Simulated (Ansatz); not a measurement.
```xyz
2
Lattice="3.2468 0.0000 0.0000 0.0000 3.2468 0.0000 0.0000 0.0000 3.2468" Properties=species:S:1:pos:R:3 pbc="T T T"
In     0.0000     0.0000     0.0000
Pd     1.6234     1.6234     1.6234
```

The cell is a database entry relaxed within its symmetry; it need not be the phase found at ambient conditions. The run noted for some of its cells that some bands missed the eigensolver's tolerance.

**Question.** What linear thermal expansion coefficient does the quasi-harmonic free energy on Ansatz (a quantum-chemistry and plane-wave program), PBEsol functional, plane-wave PAW give at 800 K, and what isobaric heat capacity per mole of formula units and Grüneisen parameter?

**Answer.** α = 32.2 × 10⁻⁶ K⁻¹; C_P = 65.6 J/(mol K); γ = 3.64. Whether this phase is the stable one at each condition was not tested.
